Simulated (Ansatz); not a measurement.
Consider TiC in the rock salt structure (space group Fm-3m, No. 225; a = 4.261 Å; relaxed with 0.1 eV smearing). Axes: x, y, z lie along the cube axes.

Level of theory: LDA in Ansatz (plane waves to 420 eV, PAW, without spin-orbit coupling).

Before the change:

- Pressure: 0.0 GPa

Modification: compressive biaxial strain of 1.50 % in the plane normal to [001], as in epitaxy on a mismatched substrate; the out-of-plane cell vector and the atoms relax.

Question: What happens to the energy relative to the base?

Answer: The energy increases by 9.4 meV/atom.

Question: Predict the new out-of-plane strain.

Answer: The out-of-plane strain amounts to +0.68 %.

Question: How does this affect the pressure?

Answer: The pressure (mean of the normal stresses, compression positive) goes from zero to 7.2 GPa.

Whether these cells are dynamically stable was not tested. The final runs are not spin-polarised.

Ansatz is an electronic-structure program.
